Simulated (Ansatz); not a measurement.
# Sr₃Zr₂O₇ (space group I4/mmm, No. 139; a cell from a computed database, its experimental status unchecked)

```cif
data_O7Sr3Zr2
_chemical_formula_sum 'Sr3 Zr2 O7'
_space_group_name_H-M_alt 'P 1'
_space_group_IT_number 1
_cell_length_a 10.80568
_cell_length_b 10.80568
_cell_length_c 10.80568
_cell_angle_alpha 158.008
_cell_angle_beta 158.008
_cell_angle_gamma 31.298
loop_
_space_group_symop_operation_xyz
  'x, y, z'
loop_
_atom_site_label
_atom_site_type_symbol
_atom_site_fract_x
_atom_site_fract_y
_atom_site_fract_z
_atom_site_occupancy
Sr1 Sr 0.50000 0.50000 0.00000 1
Sr2 Sr 0.68609 0.68609 0.00000 1
Sr3 Sr 0.31391 0.31391 0.00000 1
Zr1 Zr 0.89964 0.89964 0.00000 1
Zr2 Zr 0.10036 0.10036 0.00000 1
O1 O 0.40164 0.90164 0.50000 1
O2 O 0.59836 0.09836 0.50000 1
O3 O 0.90164 0.40164 0.50000 1
O4 O 0.09836 0.59836 0.50000 1
O5 O 0.80015 0.80015 0.00000 1
O6 O 0.19985 0.19985 0.00000 1
O7 O 0.00000 0.00000 0.00000 1
```

Method: PBEsol/PAW in Ansatz (an electronic-structure program), no spin-orbit coupling. Γ-centred 9×9×9 mesh, Fermi–Dirac width 0.05 eV.

```json
{
  "volume_per_atom": "14.73 Å³",
  "density": "5.23 g/cm³",
  "band_gap": "3.18 eV, indirect, X → Γ",
  "Lowest conduction-band minima above the VBM": "Γ 3.18 eV",
  "total_energy": "-1890.068 eV/atom (σ→0; compares only within this code and set-up)"
}
```

Stability against distortions was not tested.
